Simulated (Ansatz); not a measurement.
System: BeCl2 (Ibam, No. 72). Method: PBEsol (Ansatz, a program for electronic structure, PAW).

Numerical settings: plane-wave cutoff 520 eV, 10×10×10 k mesh, Fermi–Dirac smearing 0.01 eV, scalar-relativistic PAW data made under PBE.

Computed at the level's own relaxed cell.

```yaml
crystal:
  lattice:
    - [-2.83430, 5.26880, 2.59855]
    - [2.83430, -5.26880, 2.59855]
    - [2.83430, 5.26880, -2.59855]
  atoms:
    - { symbol: Be, position: [0.25000, 0.25000, 0.00000] }
    - { symbol: Be, position: [0.75000, 0.75000, 0.00000] }
    - { symbol: Cl, position: [0.60407, 0.30687, 0.91094] }
    - { symbol: Cl, position: [0.39593, 0.69313, 0.08906] }
    - { symbol: Cl, position: [0.89593, 0.80687, 0.70280] }
    - { symbol: Cl, position: [0.10407, 0.19313, 0.29720] }
```

Problem. List the 20 lowest band energies at Γ above −25 eV (eV, relative to the valence band maximum), grouping those that round alike.

Solution. At Γ: -14.16, -13.32, -13.09, -13.08, -3.71, -3.58, -3.40, -2.31, -2.16, -1.75, -1.66, -1.42, -0.66, -0.45, -0.44, -0.17, 6.30, 6.76, 7.90, 8.53.

Note: the cell is over a tenth larger than the published one: the level's own overestimate first of all, though another phase or state, or a fault of the published cell, is possible; the cell has widely spaced layers and the level no dispersion term, so their spacing and the moduli can rest on weak binding.
